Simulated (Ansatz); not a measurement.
Abridged Ansatz (an electronic-structure program) output:

```
Relaxation: its limit of steps is 50 (relax.max_steps)
Pseudopotential: Pd, paw, valence charge 18
Crystal: 1 atoms, lattice volume = 13.729 Å³
Basis set: ecut = 420 eV, 271 PW (Γ), exchange–correlation on 36×36×40 points (8 copies of the dense FFT grid, shifted against one another)
Bands: 13, of which v1, the nominal top of the filled ones, is band 9 counted from 1 (8 counted from 0)
Symmetry: 12 space group operations
k-points: 2255 of 24389
Functional: x = slater, c = lda
SCF iter   1: F=—  HF=-6844.605196 eV  |F-HF|=—  |Δ(HF+E_count)|=         —  Δρ=1.14e-2  dr2=1.27e-2  ethr=1.77e-3  ⟨swp⟩=5.0  Hψ=171490  notcnv=0
SCF iter   2: F=—  HF=-6844.601746 eV  |F-HF|=—  |Δ(HF+E_count)|=   3.45e-3  Δρ=3.76e-3  dr2=8.44e-4  ethr=7.07e-5  ⟨swp⟩=1.0  Hψ=47371  notcnv=0
SCF 1 converged in 6 iterations: F = -6844.601495 eV  dr2 = 4.31e-10
relax step   1: F+E_penalty+E_count = -6844.60149540 eV  Δ(F+E_penalty+E_count) = +0.000e0 eV  max|allowed force component| = 0.000e0 eV/Å  Δτ_max = 0.0000 Å  P = +8.036 GPa  Ω = 13.729 Å³  fix = [a, b, gamma]  reactions: a +10.312, b +10.312 GPa  (6 SCF iters, dr2 threshold 1.00e-7 eV, accepted)
[... steps on the carried basis left out ...]
relax step   4: F+E_penalty+E_count = -6844.60287800 eV  Δ(F+E_penalty+E_count) = -2.062e-7 eV  max|allowed force component| = 0.000e0 eV/Å  Δτ_max = 0.0000 Å  P = +5.725 GPa  Ω = 13.861 Å³  energy of the carried Pulay correction = -2.735e-5 eV  fix = [a, b, gamma]  reactions: a +8.588, b +8.588 GPa  (3 SCF iters, dr2 threshold 9.79e-10 eV, accepted)
Crystal: 1 atoms, lattice volume = 13.861 Å³
SCF iter   1: F=—  HF=-6844.602904 eV  |F-HF|=—  |Δ(HF+E_count)|=         —  Δρ=1.28e-4  dr2=4.76e-8  ethr=1.42e-8  ⟨swp⟩=2.5  Hψ=241610  notcnv=0
SCF iter   2: F=—  HF=-6844.602905 eV  |F-HF|=—  |Δ(HF+E_count)|=   5.25e-7  Δρ=6.42e-5  dr2=1.19e-8  ethr=2.65e-10  ⟨swp⟩=1.1  Hψ=29445  notcnv=0
SCF 5 converged in 5 iterations: F = -6844.602905 eV  dr2 = 3.58e-14
SCF converged after 5 iterations
Free energy (F): -6844.602905 eV
Internal energy: -6844.545564 eV  (E = F + TS)
E sigma→0 (E₀):  -6844.574235 eV
Entropy (-TS):   -0.057341 eV (-57.341 meV/atom)
Fermi energy:    21.211840 eV
--- Forces (eV/Å), atoms counted from 1 ---
  atom   1  Pd    -0.00000000     0.00000000     0.00000000
--- Stress (GPa, compression-positive) ---
        8.587098      -0.000000       0.000000
       -0.000000       8.587098      -0.000000
        0.000000      -0.000000       0.003284
  P = ⅓ Tr σ = 5.7258 GPa (57.258 kbar)
--- Relaxed structure (4 steps of the walk, 4 accepted, 1 SCFs on fresh bases) ---
  cell:  # Å, volume = 13.8606 Å³
    - [2.6597780327811784, -1.343460370901383e-35, 9.36922382464196e-19]
    - [1.3298890163905892, 2.3034353448163, 3.274226925422821e-17]
    - [1.3298890163905892, -0.7678117816054332, 2.262361264455748]
  atoms:
    - { symbol: Pd, position: [0.0, 0.0, 0.0] }
```

Question: What was computed, and what are the main results?

Answer: Pd, 1 atom in the cell, with DFT with LDA, PAW potentials and a 420 eV plane-wave cutoff in Ansatz, no spin-orbit coupling. The last SCF converged to F = -6844.602905 eV, or -6844.6029 eV per atom, at a pressure of 5.73 GPa. The total energy compares only with runs of the same code, potentials and settings.

The cells carry an imposed strain or load. Whether these cells are dynamically stable was not tested. All final runs are without spin polarisation. The cell was made from Pd in the fcc (Cu type) structure (space group Fm-3m, No. 225) by this change: biaxial strain −2.08 %, plane normal [111], relaxed out of plane.

Keys are those of Ansatz 0.2.
